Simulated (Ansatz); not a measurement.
CsSnBr3, element substitutions

Start from CsSnBr₃ in the cubic perovskite structure (space group Pm-3m, No. 221).

```xyz
5
Lattice="5.7645 0.0000 0.0000 0.0000 5.7645 0.0000 0.0000 0.0000 5.7645" Properties=species:S:1:pos:R:3 pbc="T T T"
Cs     0.0000     0.0000     0.0000
Sn     2.8822     2.8822     2.8822
Br     0.0000     2.8822     2.8822
Br     2.8822     2.8822     0.0000
Br     2.8822     0.0000     2.8822
```

Each row replaces one element on all its sites; cell and atoms are relaxed.

All numbers come from PBEsol (Ansatz, a program for electronic structure; PAW; 420 eV plane waves; no SOC).

| case | band gap | shortest interatomic distance | density |
|---|---|---|---|
| base | 0.22 eV | 2.882 Å | 4.26 g/cm³ |
| Cs → H | zero | 2.722 Å | 3.70 g/cm³ |
| Cs → Na | 0.13 eV | 2.860 Å | 3.38 g/cm³ |
| Sn → Al | zero | 2.678 Å | 4.32 g/cm³ |

No phonon test of stability was made. As relaxed here, SnHBr3, NaSnBr3 and CsAlBr3 are hypothetical phases, not in the database extracts checked. All final runs are without spin polarisation. An odd electron count without spin: CsAlBr3. Many cubic perovskites are stable only at high temperature; tilts and polar distortions were not tested. A zero or small gap of CsSnBr3 and NaSnBr3 can be the functional's error rather than a property of the material.
